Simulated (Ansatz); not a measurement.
We consider AlB2-type ZrB2, described by rVV10 in Ansatz (PAW).

Numerical settings: plane-wave cutoff 520 eV, 24×24×16 k mesh (along the axes of the cell as run), Fermi–Dirac smearing 0.05 eV, scalar-relativistic PAW data made under PBE.

Properties against volume:

Shape and atoms are relaxed at each volume.

```
V (Å³/atom)  P (GPa)  c (Å)  a (Å)
-----------  -------  -----  -----
9.958          10.38  3.513  3.134
10.166          4.93  3.540  3.154
10.373          0.00  3.568  3.174
10.580         -4.46  3.595  3.193
10.788         -8.50  3.623  3.212
```

Note: the bulk modulus comes from volumes at which shape and atoms were relaxed.

Ansatz is an electronic-structure program.
